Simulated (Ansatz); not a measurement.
By PBEsol, the system below comes out a metal.

Crystal: VN (Fm-3m, rock salt, 2 atoms a cell, 8.8 Å³ an atom, -12 GPa at this level); planes in its conventional cell.

All values below come from PBEsol (plane waves, PAW; Ansatz, a quantum-chemistry and plane-wave program).

Ballistic conductance counts the channels of both spins, as a mean over 0.1 eV about the Fermi level; spin-orbit coupling is left out.

```json
[
 {"plane": "(110)", "area (Å²)": "12.0", "G/A (10¹⁵ S/m²)": "1.8"},
 {"plane": "(111)", "area (Å²)": "7.4", "G/A (10¹⁵ S/m²)": "[?]"},
 {"plane": "(001)", "area (Å²)": "8.5", "G/A (10¹⁵ S/m²)": "[?]"}
]
```

Task: Some entries are withheld; supply them.

Result: 
- (111), G/A (10¹⁵ S/m²): 1.9
- (001), G/A (10¹⁵ S/m²): 1.6
